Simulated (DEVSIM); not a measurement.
Device: Co/SiO2/p-Si capacitor, at 400 K.

Layer 1 from the left is SiO2, thickness (nm) 5.00. Layer 2 from the left is Si, thickness (nm) 390, Na (cm⁻³) 2.2e18.

Metal gate on the left, work function 5 eV. Fixed charge at the semiconductor interface -1.6e11 cm⁻² (in units of +e); interface traps 3e11 cm⁻² eV⁻¹, uniform in energy, neutral level at 0.7 of the gap above the valence band.

The device is made up for the run: typed textbook-type constants, with dimensions and the other settings drawn at random. Values at 300 K; Nc and Nv go as T^1.5, mobilities as T to minus their exponent, the gap by Varshni's rule with the affinity fixed.

SiO2: gap (eV) 9, affinity (eV) 0.9, permittivity 3.9. Si: gap (eV) 1.124, affinity (eV) 4.05, permittivity 11.7, Nc (cm⁻³) 2.86e19, Nv (cm⁻³) 3.1e19, Varshni α (eV/K) 0.000473, Varshni β (K) 636.

DEVSIM, 1D Poisson equation in equilibrium, Boltzmann statistics, complete ionisation; no quantum confinement or tunnelling. Metal contacts follow the ideal Schottky-Mott rule: no Fermi-level pinning, no interface dipoles.

Task: What does the simulation give for the flat-band voltage, the minimum of the low-frequency capacitance?

Result: flat-band voltage -0.05 V; minimum of the low-frequency capacitance 0.310 μF/cm².
